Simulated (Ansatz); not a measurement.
# Effect of biaxial strain +1.80 %, plane normal [001], relaxed out of plane on CdSe

The parent structure is CdSe in the wurtzite structure (space group P6_3mc, No. 186; a = 4.3019 Å, c = 7.0210 Å). Axes: x lies along a and z along c of the hexagonal cell.

It is then changed as follows: biaxial strain +1.80 %, plane normal [001], relaxed out of plane (Cartesian); in-plane vectors clamped, the third vector and the atoms free.

All numbers come from PBEsol, PAW, 420 eV (Ansatz, an electronic-structure program; no spin-orbit coupling). Γ-centred 9×9×5 mesh, Fermi–Dirac width 0.05 eV.

| quantity | base | changed | shift |
|---|---|---|---|
| volume per atom | 28.13 Å³ | 28.68 Å³ | +0.55 Å³ |
| space group | P6_3mc (No. 186) | P6_3mc (No. 186) | – |
| shortest interatomic distance | 2.633 Å | 2.647 Å | +0.014 Å |
| band gap | 0.54 eV | 0.48 eV | -0.06 eV |
| gap character | direct at Γ | direct at Γ | – |
| width of the top valence band | 1.75 eV | 1.71 eV | -0.04 eV |
| electron mass | 0.055 mₑ (at Γ) | 0.048 mₑ out of plane, 0.054 mₑ in plane (at Γ) | – |
| valence-band top at Γ (three highest levels, from the VBM) | 0.00, 0.00, -0.05 eV | 0.00, -0.07, -0.07 eV | – |
| out-of-plane strain | – | -1.62 % | – |
| ratio −ε⊥/ε∥ | – | 0.90 | – |

Final structure (turned so that z lies along the plane normal):

```xyz
4
Lattice="4.3794 0.0000 0.0000 2.1897 3.7927 0.0000 0.0000 0.0000 6.9071" Properties=species:S:1:pos:R:3 pbc="T T T"
Cd     2.1897     1.2642    -0.0248
Cd     4.3794     2.5284     3.4288
Se     2.1897     1.2642     2.6218
Se     4.3794     2.5284     6.0754
```

Masses are band curvatures over ±0.01 Å⁻¹ around the edge. Stability against distortions was not tested.
